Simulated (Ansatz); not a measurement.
Abridged Ansatz (a program for electronic structure) output:

```
Pseudopotential: Sn, paw, valence charge 14
Pseudopotential: Au, paw, valence charge 19
Crystal: 4 atoms, lattice volume = 90.327 Å³
Basis set: ecut = 420 eV, 1765 PW (Γ), exchange–correlation on 60×60×80 points (8 copies of the dense FFT grid, shifted against one another)
Bands: 38, of which v1, the nominal top of the filled ones, is band 33 counted from 1 (32 counted from 0)
Symmetry: 24 space group operations
k-points: 95 of 1296
Functional: x = pbesol(κ = 0.804, μ = 0.12345679012345678), c = pbesol(β = 0.046)
SCF iter   1: F=—  HF=-37914.552455 eV  |F-HF|=—  |Δ(HF+E_count)|=         —  Δρ=4.06e-3  dr2=1.27e-2  ethr=1.77e-3  ⟨swp⟩=6.5  Hψ=14074  notcnv=0
SCF iter   2: F=—  HF=-37914.551995 eV  |F-HF|=—  |Δ(HF+E_count)|=   4.60e-4  Δρ=2.95e-3  dr2=7.16e-3  ethr=1.93e-5  ⟨swp⟩=2.3  Hψ=7509  notcnv=0  defer=26
SCF 1 converged in 7 iterations: F = -37914.549094 eV  dr2 = 1.48e-10
SCF converged after 7 iterations
Free energy (F): -37914.549094 eV
Internal energy: -37914.537792 eV  (E = F + TS)
E sigma→0 (E₀):  -37914.543443 eV
Entropy (-TS):   -0.011302 eV (-2.825 meV/atom)
Fermi energy:    14.212202 eV
--- Forces (eV/Å), atoms counted from 1 ---
  atom   1  Sn     0.00000000    -0.00000000     0.00000000
  atom   2  Sn     0.00000000     0.00000000     0.00000000
  atom   3  Au     0.00000000     0.00000000     0.00000000
  atom   4  Au     0.00000000    -0.00000000     0.00000000
--- Stress (GPa, compression-positive) ---
       -0.005215       0.000000       0.000000
        0.000000      -0.005215       0.000000
        0.000000       0.000000       0.003400
  P = ⅓ Tr σ = -0.0023 GPa (-0.023 kbar)
```

Q: What was computed, and what are the main results?

A: SnAu, 4 atoms in the cell, with Kohn–Sham DFT with the PBEsol functional, run in Ansatz with PAW and 420 eV plane waves, without spin-orbit coupling. The last SCF converged to F = -37914.549094 eV, or -9478.6373 eV per atom, at a pressure of 0.00 GPa. The total energy compares only with runs of the same code, potentials and settings.

No phonon test of stability was made. The cell is SnAu in the NiAs type structure (space group P6_3/mmc, No. 194).
